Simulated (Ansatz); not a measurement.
Functionals compared on a constructed model of the (111) surface of fcc Au, a pseudomorphic layer of In in the host's stacking (bottom of the slab: a bare face, its two planes held), in Ansatz (plane waves, PAW). The structure was relaxed with PBE; the other rows are single points on it. Cutoff 420 eV (500 eV for r2SCAN).

Model: 7-atom slab, 14.4 Å thick at the start, 15x15x1 mesh, Fermi-Dirac 0.1 eV, dipole correction, 2 atoms held, the rest relaxed; held to the start's symmetry, so lower structures may exist; no spin, no spin-orbit, no U. In PBE it is, or lies within 0.01 eV a 1x1 cell of, the lowest of the 2 structures of its composition computed so far; larger cells were not tried. These notes are the PBE run's.

| functional | work function of the top face (eV) | rough cost of the single point |
|---|---|---|
| PBE | 3.74 | – |
| RPBE | [?] | very roughly 28 core-seconds |
| r2SCAN | 3.78 | very roughly 60 core-seconds |

Problem. Some entries are withheld; supply them.

Solution. 
- RPBE, work function of the top face (eV): 3.60

Ansatz is a program for electronic structure.
